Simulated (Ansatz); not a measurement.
AsP in the rock salt structure (space group Fm-3m, No. 225; a hypothetical phase, not in the database extracts checked)

```
AsP
1.0
    0.00000     2.58482     2.58482
    2.58482     0.00000     2.58482
    2.58482     2.58482     0.00000
P As
1 1
Direct
  0.00000   0.00000   0.00000
  0.50000   0.50000   0.50000
```

Computed with r2SCAN (Ansatz, an electronic-structure program, PAW, spin-orbit coupling left out). Settings: 16×16×16 k-points, 0.05 eV Fermi–Dirac smearing.

- Volume per atom = 17.27 Å³
- Density = 5.09 g/cm³
- Band gap = zero
- Total energy = -2811.660 eV/atom (σ→0; compares only within this code and set-up)

No phonon test of stability was made. All final runs are without spin polarisation.
